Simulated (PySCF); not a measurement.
PySCF 2.14.0, PBE/def2-tzvp, df: selenophene (c1cc[se]c1), 9 atoms. The geometry is a generated start, not checked to be a minimum at this level.

| Quantity | Result |
|---|---|
| task | energy |
| method | pbe |
| basis | def2-tzvp |
| two-electron scheme | density fitting |
| mol.max_memory | 3000 MB |
| mf.init_guess | minao (default) |
| mf.DIIS | CDIIS (default) |
| mf.diis_space | 8 (default) |
| mf.conv_tol | 1e-09 (default) |
| mf.grids.level | 3 (default) |
| basis functions | 196 |
| grid points | 116128 |

It runs on a single node (Arm Neoverse V2, 96 cores on 1 socket, no SMT, 1 L3 cache group; 94 cores' worth of CPU time may be used).

Run on 32 threads, 32 BLAS threads, it takes 5.9 s from launch to exit:

```bash
OMP_NUM_THREADS=32 python -u run.py
```

From its output:

```
[INPUT] num. atoms = 9
[INPUT] num. electrons = 62
number of NR cGTOs = 196
basis = def2-tzvp
method = DFRKS
initial guess = minao
DIIS = <class 'pyscf.scf.diis.CDIIS'>
diis_space = 8
direct_scf = False
max_memory 3000 MB (current use 110 MB)
XC functionals = pbe
grids dens level: 3
tot grids = 116128
integrals held in memory: False
...
    CPU time for setting up grids      1.36 sec, wall time      0.13 sec
    CPU time for vxc      2.82 sec, wall time      0.11 sec
    CPU time for df-vj      0.60 sec, wall time      0.05 sec
init E= -2555.47159309952
    CPU time for initialize scf      5.98 sec, wall time      0.35 sec
    CPU time for vxc      3.79 sec, wall time      0.15 sec
    CPU time for df-vj      0.37 sec, wall time      0.04 sec
cycle= 1 E= -2555.74106269274  delta_E= -0.269  |g|= 0.715  |ddm|= 2.75
    CPU time for cycle= 1      6.82 sec, wall time      0.27 sec
    CPU time for vxc      3.88 sec, wall time      0.15 sec
    CPU time for df-vj      0.37 sec, wall time      0.04 sec
cycle= 2 E= -2555.32418117227  delta_E= 0.417  |g|= 1.38  |ddm|= 1.65
    CPU time for cycle= 2     11.58 sec, wall time      0.45 sec
    CPU time for vxc      4.04 sec, wall time      0.15 sec
    CPU time for df-vj      0.37 sec, wall time      0.04 sec
cycle= 3 E= -2555.81324401546  delta_E= -0.489  |g|= 0.271  |ddm|= 1.53
    CPU time for cycle= 3     11.89 sec, wall time      0.46 sec
    CPU time for vxc      3.77 sec, wall time      0.14 sec
    CPU time for df-vj      0.37 sec, wall time      0.04 sec
cycle= 4 E= -2555.83787256933  delta_E= -0.0246  |g|= 0.0935  |ddm|= 0.392
...
    CPU time for df-vj      0.37 sec, wall time      0.04 sec
cycle= 8 E= -2555.84060464632  delta_E= -1.1e-05  |g|= 0.00098  |ddm|= 0.0063
    CPU time for cycle= 8     12.27 sec, wall time      0.46 sec
    CPU time for vxc      4.06 sec, wall time      0.15 sec
    CPU time for df-vj      0.37 sec, wall time      0.04 sec
cycle= 9 E= -2555.84060482255  delta_E= -1.76e-07  |g|= 0.00019  |ddm|= 0.00098
    CPU time for cycle= 9     11.27 sec, wall time      0.46 sec
    CPU time for vxc      3.52 sec, wall time      0.14 sec
    CPU time for df-vj      0.37 sec, wall time      0.04 sec
cycle= 10 E= -2555.8406048303  delta_E= -7.75e-09  |g|= 2.83e-05  |ddm|= 0.000177
    CPU time for cycle= 10     10.88 sec, wall time      0.41 sec
    CPU time for vxc      3.50 sec, wall time      0.14 sec
    CPU time for df-vj      0.37 sec, wall time      0.04 sec
cycle= 11 E= -2555.84060483054  delta_E= -2.39e-10  |g|= 1.11e-05  |ddm|= 3.91e-05
    CPU time for cycle= 11     10.70 sec, wall time      0.41 sec
    CPU time for vxc      3.44 sec, wall time      0.14 sec
    CPU time for df-vj      0.37 sec, wall time      0.04 sec
    CPU time for scf_cycle    140.00 sec, wall time      5.48 sec
    CPU time for SCF    140.00 sec, wall time      5.48 sec
converged SCF energy = -2555.8406048305
SCF converged: True
wall of the SCF part: 5.480 s
```

Times are wall-clock medians of two to five runs, from launch to exit, with nothing else on the machine. Processes are pinned to neighbouring cores unless said otherwise. Build: PyPI wheel: OpenMP (GNU), a bundled serial OpenBLAS 0.3.3 under its C layer, NumPy's threaded OpenBLAS held to generic ARMv8 kernels, libcint, Libxc. Other compilers and libraries give other times. Scratch files lie in a memory file system. This build's BLAS runs threads of its own beside OpenMP's, on the same cores; «BLAS threads» counts them.

### Question
Read the timing block: which change would cut the largest part, on the same cores and with the result kept within 1.0 meV/atom in energy?

### Answer
The largest part is the rest of the SCF (diagonalisation, DIIS, set-up), 51 % of the time. One change that relieves it (others may too): going from 32 threads, 32 BLAS threads to 32 threads, 1 BLAS thread, the fastest of the measured ones that keep the result: 5.9 s to 2.5 s (2.3× as fast). The largest move is in the rest of the SCF (diagonalisation, DIIS, set-up): 3.0 s to 0.19 s. The slower run has 32 BLAS threads beside the program's own on the same cores, and burns 3.7 times the CPU time. These two results differ by: energy equal as printed. Others tried: 32 threads, 4 BLAS threads (2.9 s).
